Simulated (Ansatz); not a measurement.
## Hf (P6_3/mmc): band-structure transport figures

Data:

```yaml
crystal:
  lattice:
    - [3.14612, 0.00000, 0.00000]
    - [-1.57306, 2.72462, 0.00000]
    - [0.00000, 0.00000, 5.07051]
  atoms:
    - { symbol: Hf, position: [0.33333, 0.66667, 0.25000] }
    - { symbol: Hf, position: [0.66667, 0.33333, 0.75000] }
```

These are PBEsol, rigid bands (plane waves, PAW, scalar-relativistic; Ansatz, an electronic-structure program) values and carry that method's errors. Condition of this run: uniaxial stress zz = -2 GPa (compression positive) (the target of the relaxation). How the cell was made: cell and atoms relaxed with PBEsol, then loaded as said.

```yaml
density of states at the Fermi level: 1.41 states/(eV·cell), both spins
bare Sommerfeld coefficient: 1.66 mJ/(mol of atoms·K²)
drude_plasma_energy: 4.0 (x), 4.0 (y), 4.4 (z) eV
root-mean-square Fermi velocity: 4.5e5 m/s
resistivity times τ: 30 (x), 30 (y), 25 (z) ×10⁻²² Ω·m·s
```

A metal at this level (no band gap); rigid bands, thermally averaged at 300 K, both spins. Spin-orbit coupling is left out, which matters with elements this heavy. τ is one relaxation time for all states.
